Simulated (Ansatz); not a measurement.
The starting structures come from a database of crystals and need not be the phases stable at ambient conditions.

By PBEsol, the system below comes out a metal.

Crystal: Nb$_{2}$SnC (P6_3/mmc, not sure to be the ambient phase, 8 atoms a cell, 16.1 Å³ an atom, -7 GPa at this level); planes in its conventional cell.

Calculation: PBEsol (plane waves, PAW; Ansatz, a quantum-chemistry and plane-wave program).

G/A = (e²/h) × open channels of both spins per area, as a mean over 0.1 eV about the Fermi level, without spin-orbit coupling, for the cells as given.

| plane | area (Å²) | G/A (10¹⁵ S/m²) |
|---|---|---|
| (001) | 9.3 | 0.48 |
| (100) | 45.2 | (withheld) |

Problem. Some entries are withheld; supply them.

Solution. 
- (100), G/A (10¹⁵ S/m²): 0.72
